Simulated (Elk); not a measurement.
Band structure of TiPt3 (Pm-3m, 4 atoms in the cell).

```xyz
4
Lattice="3.9245 0.0000 0.0000 0.0000 3.9245 0.0000 0.0000 0.0000 3.9245" Properties=species:S:1:pos:R:3 pbc="T T T"
Ti     0.0000     0.0000     0.0000
Pt     1.9623     1.9623     0.0000
Pt     0.0000     1.9623     1.9623
Pt     1.9623     0.0000     1.9623
```

Level of theory: Elk with PBE, all-electron FP-LAPW, Elk's shipped species files, APW+lo basis with extra local orbitals.

Settings: xctype = 20; rgkmax = 8; stype = 0; swidth = 0.00367493 Ha; ngridk = 6 6 6; gmaxvr = 18 1/bohr; lmaxapw = 10; lmaxo = 8; nxlo = 2; lorbcnd = true; lradstp = 2; nrmtscf = 2; rmtscf = 0.88; lmaxi = 4.

The starting cell comes from a database of computed structures (which also holds hypothetical and non-ambient phases and stackings), without a prior relaxation at this level. Spin-orbit coupling is off. Spin polarisation is off. Values depend on the basis (sphere radii, cutoffs, local orbitals), which need not be converged.

Levels in eV from the Fermi level, bands 48 to 55:
| point | 48 | 49 | 50 | 51 | 52 | 53 | 54 | 55 |
|---|---|---|---|---|---|---|---|---|
| Γ | -0.01 | -0.01 | -0.01 | 1.34 | 1.34 | 1.55 | 1.55 | 1.55 |
| X | -2.64 | -2.58 | -1.38 | -0.23 | -0.23 | -0.01 | 0.42 | 0.73 |
| M | -3.08 | -2.42 | -2.28 | -2.24 | 0.17 | 0.17 | 0.32 | 1.41 |
| R | -0.70 | -0.70 | -0.70 | -0.49 | -0.49 | -0.49 | 1.12 | 1.12 |

Bands cross the Fermi level along this path, so the cell is metallic at this level.
